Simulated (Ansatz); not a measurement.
Thickness series in hypothetical P6_3/mmc SiS2

The reference is SiS$_{2}$ in the 2H-MoS2 type structure (space group P6_3/mmc, No. 194; a hypothetical phase, not in the database extracts checked; layered, stacked along the Cartesian z axis).

```
CELL_PARAMETERS angstrom
      3.20968     0.00000     0.00000
     -1.60484     2.77967     0.00000
      0.00000     0.00000    11.76768
ATOMIC_POSITIONS crystal
  Si 0.33333 0.66667 0.25000
  Si 0.66667 0.33333 0.75000
  S  0.33333 0.66667 0.62629
  S  0.66667 0.33333 0.12629
  S  0.66667 0.33333 0.37371
  S  0.33333 0.66667 0.87371
```

Free-standing slabs (3 atom(s) a layer) normal to the stacking axis with 15 Å of vacuum; in-plane cell relaxed.

Levels (all Ansatz, an electronic-structure program, PAW, earlier PAW set): PBE-D3(BJ) (420 eV, without spin-orbit coupling); r2SCAN+rVV10 (500 eV, no spin-orbit coupling).

The base cell above is that of PBE-D3(BJ); each level relaxes its own structures.

```json
[
 {"case": "1 layer", "band gap, PBE-D3(BJ)": "0.13 eV", "band gap, r2SCAN+rVV10": "[?]"},
 {"case": "2 layers", "band gap, PBE-D3(BJ)": "zero", "band gap, r2SCAN+rVV10": "0.26 eV"},
 {"case": "3 layers", "band gap, PBE-D3(BJ)": "zero", "band gap, r2SCAN+rVV10": "[?]"}
]
```

Q: Complete the table.

A: 
- 1 layer, band gap, r2SCAN+rVV10: 0.44 eV
- 3 layers, band gap, r2SCAN+rVV10: 0.16 eV

PBE-D3(BJ) lies below r2SCAN+rVV10 in every row, by 0.16 eV to 0.31 eV. Near ties aside, they put the cases in the same order.

Stability against distortions was not tested. All final runs are without spin polarisation. Gaps under 0.05 eV, about the width of the smearing, are given as zero. The zero or small gap of SiS2 can change with the level of theory.
